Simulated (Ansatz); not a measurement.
CsCl-type CoAl

Calculation: r²SCAN50 (Ansatz, a program for electronic structure, PAW).

Numerical settings: plane-wave cutoff 520 eV, 10×10×10 k mesh, Fermi–Dirac smearing 0.05 eV, no spin polarisation, scalar-relativistic PAW data made under PBE.

Cell (relaxed at this level):

```cif
data_AlCo
_chemical_formula_sum 'Al1 Co1'
_space_group_name_H-M_alt 'P 1'
_space_group_IT_number 1
_cell_length_a 2.77371
_cell_length_b 2.77371
_cell_length_c 2.77371
_cell_angle_alpha 90.000
_cell_angle_beta 90.000
_cell_angle_gamma 90.000
loop_
_space_group_symop_operation_xyz
  'x, y, z'
loop_
_atom_site_label
_atom_site_type_symbol
_atom_site_fract_x
_atom_site_fract_y
_atom_site_fract_z
_atom_site_occupancy
Al1 Al 0.50000 0.50000 0.50000 1
Co1 Co 0.00000 0.00000 0.00000 1
```

```yaml
equilibrium_volume_per_atom: 10.67 Å³/atom
equilibrium_lattice_constant_a: 2.774 Å
```

Measured, for comparison: equilibrium volume per atom 11.71 Å³/atom, lattice constant a 2.861 Å (room temperature, no zero-point or thermal correction; as tabulated in Yamada et al. (2019), arXiv:1910.09660). Computed (rounded) less measured: equilibrium volume per atom -8.9 %, lattice constant a -3.0 %.

Note: the run has no spin polarisation, so it can have missed a magnetic state.

Static lattice: no zero-point or thermal effects.

It cost very roughly 30 core-minutes of CPU time.
